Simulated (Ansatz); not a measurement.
The starting structures come from a database of crystals and need not be the phases stable at ambient conditions.

Inside the gap of an insulator the Bloch states are evanescent, with a wavenumber k + iκ along the transport direction.

```yaml
crystal:
  lattice:
    - [4.78766, 0.00000, 0.00000]
    - [-2.25654, 6.68367, 0.00000]
    - [2.25654, -2.20914, 6.30802]
  atoms:
    - { symbol: Ba, position: [0.31542, 0.17385, 0.82615] }
    - { symbol: Ba, position: [0.68458, 0.82615, 0.17385] }
    - { symbol: P, position: [0.02375, 0.40958, 0.59042] }
    - { symbol: P, position: [0.97625, 0.59042, 0.40958] }
    - { symbol: P, position: [0.70830, 0.81318, 0.64836] }
    - { symbol: P, position: [0.29170, 0.18682, 0.35164] }
    - { symbol: P, position: [0.29170, 0.64836, 0.81318] }
    - { symbol: P, position: [0.70830, 0.35164, 0.18682] }
```

The cell is taken as given.

Transport runs along the normal of the first two printed cell vectors.

The gap is the functional's own. No spin-orbit coupling. Mid-gap values are those at the computed energy nearest the middle.

Question: Give the band gap and the smallest decay constant κ at mid-gap that r2SCAN run with Ansatz (an electronic-structure program) yields.

Answer: Gap 0.88 eV on a 8×6×6 mesh; κ = 0.167 1/Å, at (0.500, 0.000) of the in-plane reciprocal vectors. At the zone centre the slowest state has κ = 0.20 1/Å.
